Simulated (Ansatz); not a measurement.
SiGe (model structure, Pmma, No. 51, 4 atoms in the cell) was calculated with PBE (plane waves, PAW; Ansatz, a quantum-chemistry and plane-wave program).

Settings: plane-wave cutoff 520 eV, 10×10×6 k mesh (along the axes of the cell as run), Fermi–Dirac smearing 0.01 eV, scalar-relativistic PAW data made under PBE.

Cell (relaxed at this level):

```yaml
crystal:
  lattice:
    - [3.95771, 0.00000, 0.00000]
    - [0.00000, 3.96424, 0.00000]
    - [0.00000, 0.00000, 5.60215]
  atoms:
    - { symbol: Si, position: [0.75000, 0.00000, 0.88096] }
    - { symbol: Si, position: [0.25000, 0.00000, 0.11904] }
    - { symbol: Ge, position: [0.25000, 0.50000, 0.36858] }
    - { symbol: Ge, position: [0.75000, 0.50000, 0.63142] }
```

Question: Give the computed band gap and bulk modulus.

Answer: 
band gap: 0.26 eV (on the SCF k mesh)
bulk modulus: 74.2 GPa

Note: the bulk modulus is −V dP/dV from two relaxed cells at ±2 % in volume; the relaxation could raise the start's symmetry but not lower it, so the cell can be a saddle point.

Spin–orbit coupling is not included.

Computed values are for the static lattice.

A model structure was made by putting elements into a prototype or built by hand; it is no filed structure, need not be a known phase, and can be a saddle point held by its symmetry.
